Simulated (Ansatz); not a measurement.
TiSi2, pressure series

The parent structure is TiSi$_{2}$ (space group Fddd, No. 70; a = 4.8062 Å, b = 8.2647 Å, c = 8.5654 Å).

Cell and atoms are relaxed at each pressure.

Level of theory: PBE (Ansatz, an electronic-structure program), without spin-orbit coupling.

Notes on the quantities. enthalpy: H = E + PV relative to the base's energy.

```tsv
variant	density	enthalpy	shortest interatomic distance
base	4.06 g/cm³	–	2.535 Å
pressure −2 GPa	4.00 g/cm³	-0.18 eV/atom	2.545 Å
pressure −1 GPa	4.03 g/cm³	-0.09 eV/atom	2.539 Å
pressure 3 GPa	4.15 g/cm³	+0.26 eV/atom	2.520 Å
pressure 7 GPa	4.25 g/cm³	+0.61 eV/atom	2.503 Å
pressure 15 GPa	4.44 g/cm³	+1.27 eV/atom	2.472 Å
pressure 30 GPa	(withheld)	+2.44 eV/atom	(withheld)
pressure 50 GPa	5.07 g/cm³	+3.91 eV/atom	2.378 Å
pressure 75 GPa	5.43 g/cm³	+5.62 eV/atom	2.331 Å
pressure 100 GPa	5.74 g/cm³	+7.23 eV/atom	2.292 Å
```

**Question.** What belongs in the blanks?

**Answer.** 
- pressure 30 GPa, density: 4.74 g/cm³
- pressure 30 GPa, shortest interatomic distance: 2.426 Å

Load acts through the strain it causes; cell and atoms are relaxed under it. No phonon test of stability was made. No other phases were tried under pressure. All final runs are without spin polarisation.
